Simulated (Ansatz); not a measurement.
Start from KTaO3 in the cubic perovskite structure (space group Pm-3m, No. 221; a = 3.985 Å). Axes: x, y, z lie along the cube axes.

All numbers come from plane-wave PAW DFT at the PBEsol level (Ansatz, an electronic-structure program, 420 eV), no SOC.

One thing is altered: the cell is compressed by 1.80 % along z with no lateral relaxation, atoms relaxed at fixed cell.

Predict the stress tensor and what it implies for the stiffness.

Stress of the strained cell less that of the base (GPa, compression positive):
```
   1.46    0.00    0.00
   0.00    1.46    0.00
   0.00    0.00    8.99
```

Then −Δσ_ii/ε with ε = -0.0180 gives secant stiffness values (nonlinear terms included at this strain): C33 ≈ 499 GPa, C13 ≈ 81 GPa and C23 ≈ 81 GPa.

As a check, the harmonic strain energy −½ V₀ Δσ:ε is 6.4 meV/atom; the computed energy rise is 6.2 meV/atom.

Stability against distortions was not tested.
